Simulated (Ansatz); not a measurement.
The reference is ZnCu$_{2}$SnS$_{4}$ (space group I-4, No. 82; a = 5.468 Å, c = 10.935 Å).

All numbers come from PBE, PAW, 420 eV (Ansatz, a quantum-chemistry and plane-wave program; no spin-orbit coupling).

Before the change:

```
Property    Value
--------  -------
Pressure  0.0 GPa
Band gap     zero
```

Modification: every lattice vector is stretched by 2.25 %, atoms relaxed at fixed cell.

**Question.** Estimate the effect on the energy relative to the base.

**Answer.** The energy grows by 18 meV/atom.

**Question.** What happens to the pressure?

**Answer.** The pressure (mean of the normal stresses, compression positive) goes from zero to -3.9 GPa.

**Question.** Estimate the effect on the largest internal atomic displacement.

**Answer.** The largest internal atomic displacement amounts to 0.014 Å.

**Question.** How does this affect the band gap?

**Answer.** The band gap remains zero.

The cells carry an imposed strain or load. No phonon test of stability was made. The final runs are not spin-polarised. Gaps under 0.05 eV, about the width of the smearing, are given as zero. A zero or small gap of ZnCu2SnS4 can be the functional's error rather than a property of the material.
